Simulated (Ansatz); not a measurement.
Cost and result by functional for the adsorption energy of F on the 1x1 (0001) surface of hcp Ru, one in a 2x2 cell, started at the site 'bridge Ru-Ru (span 2.7 Å)', in Ansatz (plane waves, PAW). Single points on the PBE structure, on one kind of machine; costs are rough ratios of the slab run's core time (references not counted) to the cheapest single point. r2SCAN's cost holds its higher cutoff (500 against 420 eV). Differences are taken against r2SCAN for comparison alone: no measured value is at hand, so the table doesn't rank accuracy.

Set-up: 17 atoms, 6.3 Å thick at the start under the adsorbate (thin: gaps and levels are the slab's own); mesh 6x6x1; 0.1 eV smearing; dipole correction on; 8 atoms held, the rest relaxed; held to the start's symmetry, so lower structures may exist; no spin, no spin-orbit, no U, no dispersion correction. At the end it is bonded to 3 Ru. In PBE it is, or lies within 0.03 eV of, the lowest of the starts that converged. These notes are the PBE run's. Adsorption energies are against ½ F2(g). A negative adsorption energy means that the adsorbate is more stable on the surface than in its reference.

```csv
functional,relative cost,adsorption energy (eV),less r2SCAN (eV)
RPBE,1,-2.73,0.51
r2SCAN,2,-3.23,0.00
PBE (the relaxed run's value),–,-2.91,0.32
```

The values span 0.51 eV, while the single points' costs differ by a factor of roughly 2. Differences are of unrounded values.

Ansatz is a quantum-chemistry and plane-wave program.
